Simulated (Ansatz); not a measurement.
# Al2Pt, response to strain

Base system: Al2Pt (space group Fm-3m, No. 225; a = 5.947 Å; relaxed with 0.1 eV smearing).

Strains are applied to the cell and any free atomic positions relax.

All numbers come from plane-wave PAW DFT at the PBE level (Ansatz, an electronic-structure program, 420 eV), no spin-orbit coupling.

Notes on the quantities. energy relative to the base: free energy F.

| isotropic strain (%) | energy relative to the base (meV/atom) |
|---|---|
| -2.5 | 43.4 |
| -2 | 27.3 |
| -1.5 | 15.1 |
| -1 | ? |
| -0.5 | 1.6 |
| 0 | 0.0 |
| 1.5 | 13.6 |
| 2.5 | 36.5 |
| 3 | 51.6 |

Question: Fit ΔE = Aε² + Bε³ (ε in %) to the rows shown and predict the withheld row.

Answer: Least squares on the printed values gives A = 6.39 and B = -0.22 meV/atom (largest residual 0.0 meV/atom); this predicts 6.6 meV/atom, and the run gives 6.6 meV/atom, in agreement.

No phonon test of stability was made. All final runs are without spin polarisation.
